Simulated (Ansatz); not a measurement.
A self-consistent single point of PbSe (Fm-3m, 2 atoms in the cell) with Ansatz (a quantum-chemistry and plane-wave program).

Method: LDA (PW92), default PAW files made with PBE (plane waves; Ansatz).

```
PbSe
1.0
    0.00000     3.06000     3.06000
    3.06000     0.00000     3.06000
    3.06000     3.06000     0.00000
Pb Se
1 1
Direct
  0.00000   0.00000   0.00000
  0.50000   0.50000   0.50000
```

Reference input (self-consistent single point, DFT, PBE, plane waves, default PAW files): kpoints.mp_grid.grid = 6 6 6; hamiltonian.xc = pbe; hamiltonian.pseudopotentials = {kind: paw} (the program's default PAW files); scf.occupations.method = fermi_dirac; scf.occupations.width = 0.01 eV. This run's input differs from it in these lines:

Ansatz 0.2 input:
```diff
@@ -13,3 +13,3 @@
 hamiltonian:
-  xc: pbe
+  xc: lda
   pseudopotentials:
```

Output (repeated stretches shortened):

```
SCF iter   1: F=—  HF=-16986.650014 eV  |F-HF|=—  |Δ(HF+E_count)|=         —  Δρ=4.19e-3  dr2=7.60e-3  ethr=1.77e-3  ⟨swp⟩=6.2  Hψ=1447  notcnv=0
all-band conjugate gradients solve this SCF's bands
preconditioner: auto → none
SCF iter   2: F=—  HF=-16986.646704 eV  |F-HF|=—  |Δ(HF+E_count)|=   3.31e-3  Δρ=2.03e-3  dr2=1.21e-3  ethr=2.53e-5  ⟨swp⟩=2.3  Hψ=582  notcnv=0
SCF iter   3: F=—  HF=-16986.646486 eV  |F-HF|=—  |Δ(HF+E_count)|=   2.18e-4  Δρ=5.96e-4  dr2=4.20e-4  ethr=4.03e-6  ⟨swp⟩=2.3  Hψ=540  notcnv=0
SCF iter   4: F=—  HF=-16986.646351 eV  |F-HF|=—  |Δ(HF+E_count)|=   1.35e-4  Δρ=1.86e-4  dr2=9.21e-6  ethr=1.40e-6  ⟨swp⟩=2.8  Hψ=590  notcnv=0
SCF iter   5: F=—  HF=-16986.646344 eV  |F-HF|=—  |Δ(HF+E_count)|=   7.08e-6  Δρ=3.64e-5  dr2=8.45e-7  ethr=3.07e-8  ⟨swp⟩=2.0  Hψ=544  notcnv=0
SCF iter   6: F=-16986.646344 eV  HF=-16986.646344 eV  |F-HF|=6.90e-8  |Δ(HF+E_count)|=   6.52e-7  Δρ=9.90e-6  dr2=6.92e-8  ethr=3.33e-10  ⟨swp⟩=5.8  Hψ=1427  notcnv=0
SCF 1 converged in 6 iterations: F = -16986.646344 eV  dr2 = 6.92e-8
Free energy (F): -16986.646344 eV
Internal energy: -16986.646343 eV  (E = F + TS)
E sigma→0 (E₀):  -16986.646343 eV
Entropy (-TS):   -0.000001 eV (-0.000 meV/atom)
Fermi energy:    8.760932 eV
--- Forces (eV/Å), atoms counted from 1 ---
  atom   1  Pb    -0.00000000     0.00000000     0.00000000
  atom   2  Se     0.00000000    -0.00000000    -0.00000000
--- Stress (GPa, compression-positive) ---
       -2.124428      -0.000000       0.000000
       -0.000000      -2.124428       0.000000
       -0.000000      -0.000000      -2.124428
  P = ⅓ Tr σ = -2.1244 GPa (-21.244 kbar)
  The stress holds the Pulay correction. Without it, at fixed plane waves, as pw.x and ABINIT print it: P = -2.1473 GPa
```

The run converged in 6 iterations. Against the reference run the pressure goes from 2.42 to -2.12 GPa and the gap on the mesh goes from 0.285 to 0.182 eV.

The starting cell has typed, rounded lattice constants, without a prior relaxation at this level. Spin-orbit coupling is off. Ansatz's pressure includes its estimate of the finite-basis (Pulay) stress.
